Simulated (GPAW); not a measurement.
Input and output of a self-consistent single point for TiAl (P4/mmm, 2 atoms in the cell) (GPAW)

Method of the run: PBE, GPAW PAW datasets PBE (gpaw-data 1.0.1) (plane waves; GPAW 25.7.0).

Input:

```python
from ase import Atoms
from ase.units import GPa
from gpaw import GPAW, PW, FermiDirac

atoms = Atoms(['Ti', 'Al'],
              cell=[[2.776178, 0.000000, 0.000000],
                    [0.000000, 2.776178, 0.000000],
                    [0.000000, 0.000000, 4.016403]],
              scaled_positions=[[0.500000, 0.500000, 0.500000],
                                [0.000000, 0.000000, 0.000000]],
              pbc=True)

calc = GPAW(mode=PW(800),
            xc='PBE',
            kpts={'size': (12, 12, 8), 'gamma': True},
            occupations=FermiDirac(0.1),
            nbands=-8,
            convergence={'density': 1e-05},
            symmetry={'symmorphic': False, 'tolerance': 0.0005},
            maxiter=100)

atoms.calc = calc

energy = atoms.get_potential_energy()
print('Energy (eV):', round(energy, 6))
forces = atoms.get_forces()
print('Forces (eV/Ang):')
print(forces.round(5))
stress = atoms.get_stress()
print('Stress (GPa, Voigt):', (stress / GPa).round(4))
```

The program printed (abridged):

```
Input parameters:
  convergence: {density: 1e-05}
  kpts: {gamma: True,
         size: (12, 12, 8)}
  maxiter: 100
  mode: {ecut: 800.0,
         name: pw}
  nbands: -8
  occupations: {fixmagmom: False,
                name: fermi-dirac,
                width: 0.1}
  symmetry: {symmorphic: False,
             tolerance: 0.0005}
  xc: PBE

species:
  Ti:
    name: Titanium
    Z: 22.0
    valence: 12
    core: 10
    charge: 0.0
    file: Ti.PBE.gz

    # Using partial waves for Ti as LCAO basis

  Al:
    name: Aluminium
    Z: 13.0
    valence: 3
    core: 10
    charge: 0.0
    file: Al.PBE.gz

    # Using partial waves for Al as LCAO basis

Reference energy: -29827.437547  # eV

Spin-paired calculation

Convergence criteria:
 Maximum [total energy] change in last 3 cyles: 0.0005 eV / valence electron
 Maximum integral of absolute [dens]ity change: 1e-05 electrons / valence electron
 Maximum integral of absolute [eigenst]ate change: 4e-08 eV^2 / valence electron
 Maximum number of scf [iter]ations: 100

Symmetries present (total): 16
Symmetries with fractional translations: 0
1152 k-points: 12 x 12 x 8 Monkhorst-Pack grid + [1/24,1/24,1/16]
140 k-points in the irreducible part of the Brillouin zone
       k-points in crystal coordinates                weights
   0:    -0.00000000   -0.00000000    0.00000000          1/1152
   1:    -0.00000000   -0.00000000    0.12500000          2/1152
   2:    -0.00000000   -0.00000000    0.25000000          2/1152
   [... 7 lines left out ...]
          ...
 139:     0.50000000    0.50000000    0.50000000          1/1152

Wave functions: Plane wave expansion
  Cutoff energy: 800.000 eV
  Number of coefficients (min, max): 1552, 1612
  Pulay-stress correction: 0.000000 eV/Ang^3 (de/decut=0.000000)

Occupation numbers: Fermi-Dirac:
  width: 0.1000  # eV

Eigensolver

Densities:
  Coarse grid: 20*20*27 grid
  Fine grid: 40*40*54 grid
  Total Charge: 0.000000

Density mixing:
  Method: separate
  Backend: pulay
  Linear mixing parameter: 0.05
  old densities: 5
  Damping of long wavelength oscillations: 50

Hamiltonian:
  XC and Coulomb potentials evaluated on a 40*40*54 grid
  External potential:
    NoExternalPotential

XC parameters: PBE with 2 nearest neighbor stencil

Number of atoms: 2
Number of atomic orbitals: 17
Number of bands in calculation: 15
Number of valence electrons: 15
Bands to converge: occupied

Density initialized from atomic densities
  15 bands from LCAO basis set

Atomic positions and initial magnetic moments

Positions:
   0 Ti     1.388089    1.388089    2.008202    ( 0.0000,  0.0000,  0.0000)
   1 Al     0.000000    0.000000    0.000000    ( 0.0000,  0.0000,  0.0000)

Unit cell:
           periodic     x           y           z      points  spacing
  1. axis:    yes    2.776178    0.000000    0.000000    20     0.1388
  2. axis:    yes    0.000000    2.776178    0.000000    20     0.1388
  3. axis:    yes    0.000000    0.000000    4.016403    27     0.1488

  Lengths:   2.776178   2.776178   4.016403
  Angles:   90.000000  90.000000  90.000000

Effective grid spacing dv^(1/3) = 0.1420

     iter     time        total  log10-change:
                         energy   eigst   dens
iter:   1 --:--:--   -11.379283
iter:   2 --:--:--   -11.352622   -1.28  -1.23
iter:   3 --:--:--   -11.380732   -0.92  -1.25
iter:   4 --:--:--   -11.224225   -2.01  -1.60
iter:   5 --:--:--   -11.237972   -2.48  -1.71
iter:   6 --:--:--   -11.229430   -2.10  -2.03
iter:   7 --:--:--   -11.221916   -3.14  -1.93
iter:   8 --:--:--   -11.221458   -3.77  -2.75
iter:   9 --:--:--   -11.221384c  -4.79  -2.98
iter:  10 --:--:--   -11.221365c  -6.26  -3.27
iter:  11 --:--:--   -11.221361c  -5.90  -3.32
iter:  12 --:--:--   -11.221370c  -6.36  -4.14
iter:  13 --:--:--   -11.221370c  -8.03c -4.27
iter:  14 --:--:--   -11.221367c  -7.43c -4.30
iter:  15 --:--:--   -11.221369c  -8.15c -4.50
iter:  16 --:--:--   -11.221367c  -7.14  -4.53
iter:  17 --:--:--   -11.221367c  -8.23c -4.67
iter:  18 --:--:--   -11.221369c  -7.96c -4.70
iter:  19 --:--:--   -11.221368c  -9.43c -5.10c

Converged after 19 iterations.

Dipole moment: (0.000000, 0.000000, -0.000000) |e|*Ang

Energy contributions relative to reference atoms: (reference = -29827.437547)

Kinetic:        +16.515793
Potential:      -13.052285
External:        +0.000000
XC:             -14.644873
Entropy (-ST):   -0.056567
Local:           -0.011719
SIC:             +0.000000
--------------------------
Free energy:    -11.249652
Extrapolated:   -11.221368

Showing only first 2 kpts
 Kpt  Band  Eigenvalues  Occupancy
  0     5      6.49418    2.00000
  0     6      7.54904    1.99979
  0     7      8.10519    1.94746
  0     8     10.75242    0.00000

  1     5      5.89752    2.00000
  1     6      7.57403    1.99973
  1     7      8.38644    1.37998
  1     8     10.69387    0.00000

Fermi level: 8.46645

No gap
No difference between direct/indirect transitions
Energy (eV): -11.221368

Forces in eV/Ang:
  0 Ti   -0.00000   -0.00000    0.00000
  1 Al    0.00000    0.00000    0.00000

Stress tensor:
    -0.040324     0.000000     0.000000
     0.000000    -0.040324     0.000000
     0.000000     0.000000    -0.036789
Stress (GPa, Voigt): [-6.4607 -6.4607 -5.8942  0.      0.      0.    ]
```

The run converged in 19 iterations. GPAW prints stress with tension positive.

The starting cell comes from a database of computed structures (which also holds hypothetical and non-ambient phases and stackings), without a prior relaxation at this level. Its lattice was rescaled by a random factor within 2.5 % of one. Spin polarisation is off. With a pressure of about 6 GPa the cell is away from its equilibrium volume at this level.

Cost on one core of a shared machine: roughly 3 min.
